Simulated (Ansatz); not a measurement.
Cost and result by functional for the surface energy of the (11-21) surface of hcp Re in its 1x1 cell, outermost plane spacing 0.66 Å in the ideal cut, in Ansatz (plane waves, PAW). Single points on the PBE structure, on one kind of machine; costs are rough ratios of the slab run's core time (references not counted) to the cheapest single point. r2SCAN's cost holds its higher cutoff (500 against 420 eV). Differences are taken against r2SCAN for comparison alone: no measured value is at hand, so the table doesn't rank accuracy.

Slab: 16 atoms, 9.9 Å thick at the start (thin: gaps and levels are the slab's own); k 9x8x1, smearing 0.1 eV, dipole-corrected; all atoms relaxed; symmetry of the start imposed; no spin, no spin-orbit, no U. These notes are the PBE run's.

| functional | relative cost | surface energy (J/m²) | less r2SCAN (J/m²) |
|---|---|---|---|
| LDA | 1 | 3.93 | 0.32 |
| PBEsol | 1 | 3.82 | 0.21 |
| RPBE | 1 | 3.19 | -0.42 |
| r2SCAN | 2 | 3.61 | 0.00 |
| PBE (the relaxed run's value) | – | 3.40 | -0.21 |

The values span 0.74 J/m², while the single points' costs differ by a factor of roughly 2. Differences are of unrounded values.

Ansatz is an electronic-structure program.
